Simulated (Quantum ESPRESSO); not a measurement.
Quantum ESPRESSO 7.5, DFT, PBE, plane waves, SSSP 1.1.2 efficiency PBE: diamond-structure Si with 4 As on Si sites (Si12As4), unrelaxed at the host's lattice constant, 16 atoms. Basis and mesh were picked for this test and aren't claimed converged.

```
Property                                           Result
------------------------  -------------------------------
cell                      7.68, 7.68, 7.68 Å; 60, 60, 60°
task                                                  scf
k mesh                                              2×2×2
ecutwfc                                             45 Ry
ecutrho                                            360 Ry
occupations                                      smearing
smearing                                         gaussian
degauss                                          0.005 Ry
conv_thr                                       1.6e-08 Ry
tprnfor                                              true
tstress                                             false
k-point pools (-nk)                                     2
diagonalization                           david (default)
k-points computed                                       6
bands                                                  41
electrons                                              68
G-vectors of the density                           248849
FFT grid                                         90×90×90
symmetry operations                                     2
```

One run each.

All on 8 ranks. Base settings, kept where nothing else is said: mixing_mode = plain (default), mixing_beta = 0.7 (default), mixing_ndim = 8 (default). The settings tried:
- mixing_mode = TF
- mixing_mode = TF, mixing_beta = 0.2
- mixing_beta = 0.4
- mixing_mode = local-TF, mixing_beta = 0.4
- mixing_mode = local-TF, mixing_beta = 0.1
- mixing_mode = local-TF
- mixing_mode = TF, mixing_beta = 0.1
- mixing_beta = 0.1
- mixing_ndim = 4
- mixing_ndim = 16
- mixing_beta = 1
- mixing_ndim = 2
- mixing_mode = TF, mixing_beta = 1
- the base settings
- mixing_beta = 0.2
- mixing_mode = local-TF, mixing_beta = 0.2
- mixing_mode = TF, mixing_beta = 0.4

Q: Name the extremes by SCF iterations: fewest, most, and any that don't converge.

A: Fewest SCF iterations, with those close behind: mixing_mode = local-TF (9); mixing_mode = TF, mixing_beta = 1 (10); mixing_mode = TF (11); mixing_mode = local-TF, mixing_beta = 0.4 (11); mixing_beta = 0.4 (12). Most among those that reach the base run's result: mixing_mode = TF, mixing_beta = 0.1 (21); mixing_ndim = 2 (20); mixing_beta = 0.1 (19); mixing_mode = local-TF, mixing_beta = 0.1 (18). All converged.

```json
[
 {"setting": "mixing_mode = local-TF", "SCF iterations": "9", "end": "converged"},
 {"setting": "mixing_mode = TF, mixing_beta = 1", "SCF iterations": "10", "end": "converged"},
 {"setting": "mixing_mode = TF", "SCF iterations": "11", "end": "converged"},
 {"setting": "mixing_mode = local-TF, mixing_beta = 0.4", "SCF iterations": "11", "end": "converged"},
 {"setting": "mixing_beta = 0.4", "SCF iterations": "12", "end": "converged"},
 {"setting": "the base settings", "SCF iterations": "13", "end": "converged"},
 {"setting": "mixing_mode = TF, mixing_beta = 0.4", "SCF iterations": "13", "end": "converged"},
 {"setting": "mixing_ndim = 16", "SCF iterations": "13", "end": "converged"},
 {"setting": "mixing_beta = 0.2", "SCF iterations": "14", "end": "converged"},
 {"setting": "mixing_beta = 1", "SCF iterations": "15", "end": "converged"},
 {"setting": "mixing_mode = local-TF, mixing_beta = 0.2", "SCF iterations": "15", "end": "converged"},
 {"setting": "mixing_ndim = 4", "SCF iterations": "15", "end": "converged"},
 {"setting": "mixing_mode = TF, mixing_beta = 0.2", "SCF iterations": "16", "end": "converged"},
 {"setting": "mixing_mode = local-TF, mixing_beta = 0.1", "SCF iterations": "18", "end": "converged"},
 {"setting": "mixing_beta = 0.1", "SCF iterations": "19", "end": "converged"},
 {"setting": "mixing_ndim = 2", "SCF iterations": "20", "end": "converged"},
 {"setting": "mixing_mode = TF, mixing_beta = 0.1", "SCF iterations": "21", "end": "converged"}
]
```
